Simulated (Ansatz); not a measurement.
**MgO: tensor shear ε_xy = +1.14 %**

Start from MgO in the rock salt structure (space group Fm-3m, No. 225; a = 4.159 Å). Axes: x, y, z lie along the cube axes.

Modification: tensor shear ε_xy = +1.14 % (engineering shear γ = 0.0228); the atoms relax in the strained cell.

Method: LDA (Ansatz, an electronic-structure program), no spin-orbit coupling. k-mesh 14×14×14 (Γ-centred); smearing 0.05 eV (Fermi–Dirac).

```json
[
 {"quantity": "volume per atom", "base": "8.99 Å³", "changed": "8.99 Å³", "shift": "0.00 Å³"},
 {"quantity": "space group", "base": "Fm-3m (No. 225)", "changed": "Immm (No. 71)", "shift": "–"},
 {"quantity": "shortest interatomic distance", "base": "3.930 bohr", "changed": "3.930 bohr", "shift": "0.000 bohr"},
 {"quantity": "energy relative to the base (free energy F)", "base": "0 meV/atom", "changed": "+2.3 meV/atom", "shift": "+2.3 meV/atom"},
 {"quantity": "pressure (mean of the normal stresses, compression positive)", "base": "-0.01 GPa", "changed": "0.02 GPa", "shift": "+0.03 GPa"},
 {"quantity": "band gap", "base": "5.03 eV", "changed": "4.94 eV", "shift": "-0.096 eV"},
 {"quantity": "gap character", "base": "direct at Γ", "changed": "direct at Γ", "shift": "–"},
 {"quantity": "electron mass", "base": "0.36 mₑ (at Γ)", "changed": "0.36 mₑ (at Γ)", "shift": "–"},
 {"quantity": "valence-band top at Γ (three highest levels, from the VBM)", "base": "0.00, 0.00, 0.00 eV", "changed": "0.00, -0.09, -0.18 eV", "shift": "–"},
 {"quantity": "stress (xx, yy, zz, yz, xz, xy; compression positive)", "base": "–", "changed": "(0.06, 0.06, -0.06, 0.00, 0.00, -3.49) GPa", "shift": "–"}
]
```

Final structure:

```
MgO
1.0
    0.02371     2.07958     2.07958
    2.07958     0.02371     2.07958
    2.10329     2.10329     0.00000
Mg O
1 1
Direct
  0.00000   0.00000   0.00000
  0.50000   0.50000   0.50000
```

Effective masses come from finite differences of ±0.01 Å⁻¹. Whether these cells are dynamically stable was not tested. Labels are those of the standard path for the cell's own space group.
